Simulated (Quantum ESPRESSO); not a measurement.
Worked example: self-consistent single point of AgAu3 (I4/mmm, 4 atoms in the cell) in Quantum ESPRESSO.

Level of theory: PBEsol, GBRV 1.5 ultrasoft (PBESOL) pseudopotentials (plane waves; Quantum ESPRESSO 7.5).

```
AgAu3
1.0
   -2.05248     2.05248     4.15440
    2.05248    -2.05248     4.15440
    2.05248     2.05248    -4.15440
Ag Au
1 3
Cartesian
  0.00000   0.00000   0.00000
  0.00000   2.05248   2.07720
  2.05248   0.00000   2.07720
  0.00000   0.00000   4.15440
```

Reference input (self-consistent single point, DFT, PBEsol, plane waves, GBRV 1.5 ultrasoft (PBESOL) pseudopotentials): ecutwfc = 40 Ry; ecutrho = 320 Ry; occupations = smearing; smearing = fermi-dirac; degauss = 0.0073499 Ry; potentials = {Ag: ag_pbesol_v1.4.uspp.F.UPF, Au: au_pbesol_v1.uspp.F.UPF}; K_POINTS = automatic 9 9 9 0 0 0; conv_thr = 1e-10 Ry. This run's input differs from it in these lines:

```diff
@@ -12,4 +12,4 @@
   ntyp = 2,
-  ecutwfc = 40,
-  ecutrho = 320,
+  ecutwfc = 60,
+  ecutrho = 480,
   occupations = 'smearing',
```

Output (repeated stretches shortened):

```
     Self-consistent Calculation

     iteration #  1     ecut=    60.00 Ry     beta= 0.70

     total energy              =    -639.50272926 Ry
     estimated scf accuracy    <       0.70263040 Ry

     iteration #  2     ecut=    60.00 Ry     beta= 0.70

     total energy              =    -639.72024503 Ry
     estimated scf accuracy    <       0.48861451 Ry

     iteration #  3     ecut=    60.00 Ry     beta= 0.70

     total energy              =    -639.80937970 Ry
     estimated scf accuracy    <       0.01904109 Ry

   [... 6 blocks of this kind left out ...]

     iteration # 10     ecut=    60.00 Ry     beta= 0.70

     total energy              =    -639.81594788 Ry
     estimated scf accuracy    <          2.6E-10 Ry

     iteration # 11     ecut=    60.00 Ry     beta= 0.70
     End of self-consistent calculation

     the Fermi energy is    15.1799 ev

!    total energy              =    -639.81594788 Ry
     estimated scf accuracy    <          6.9E-13 Ry
     smearing contrib. (-TS)   =      -0.00240406 Ry
     internal energy E=F+TS    =    -639.81354382 Ry

     convergence has been achieved in  11 iterations

     Forces acting on atoms (cartesian axes, Ry/au):

     atom    1 type  1   force =     0.00000000    0.00000000    0.00000000
   [... zero for the other atoms too ...]

     Total force =     0.000000     Total SCF correction =     0.000000

          total   stress  (Ry/bohr**3)                   (kbar)     P=      -57.43
  -0.00038682   0.00000000  -0.00000000          -56.90        0.00       -0.00
  -0.00000000  -0.00038682  -0.00000000           -0.00      -56.90       -0.00
  -0.00000000  -0.00000000  -0.00039757           -0.00       -0.00      -58.48

   JOB DONE.
```

The run converged in 11 iterations. Against the reference run the free energy drops by 15.9 meV/atom and the pressure goes from -5.86 to -5.74 GPa.

The starting cell comes from a database of computed structures (which also holds hypothetical and non-ambient phases and stackings), without a prior relaxation at this level.

Cost on one core of a shared machine: roughly 5 min.
